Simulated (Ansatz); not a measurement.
Start from LiTaO$_{3}$ (space group R3c, No. 161).

```cif
data_Li6O18Ta6
_chemical_formula_sum 'Li6 Ta6 O18'
_space_group_name_H-M_alt 'R3c :H'
_space_group_IT_number 161
_space_group_name_Hall 'R 3 -2"c'
_cell_length_a 5.19098
_cell_length_b 5.19098
_cell_length_c 13.91434
_cell_angle_alpha 90.000
_cell_angle_beta 90.000
_cell_angle_gamma 120.000
loop_
_atom_site_label
_atom_site_type_symbol
_atom_site_symmetry_multiplicity
_atom_site_Wyckoff_symbol
_atom_site_fract_x
_atom_site_fract_y
_atom_site_fract_z
_atom_site_occupancy
Li1 Li 6 a 0.00000 0.00000 0.29409 1
Ta1 Ta 6 a 0.00000 0.00000 0.01208 1
O1 O 18 b 0.04964 0.34256 0.08137 1
```
(The calculation used a cell of 10 atoms; values per cell refer to that cell.)

All numbers come from PBE in Ansatz (plane waves to 420 eV, PAW, scalar-relativistic without spin-orbit coupling), earlier PAW set.

Base values:

The c/a ratio is 2.680 and the lattice parameter a is 519.1 pm.

One thing is altered: every O is replaced by S, then cell and atoms are relaxed.

Tabulated Pauling electronegativity and covalent radius: O 3.44, 0.66 Å; S 2.58, 1.05 Å.

Task: Predict the new c/a ratio.

Result: The c/a ratio shrinks by 0.015, from 2.680 to 2.665.

Task: What does the calculation give for the lattice parameter a after the change?

Result: The lattice parameter a goes up by 112.1 pm to 631.2 pm.

No phonon test of stability was made. As relaxed here, LiTaS3 is a hypothetical phase, not in the database extracts checked.

Ansatz is a quantum-chemistry and plane-wave program.
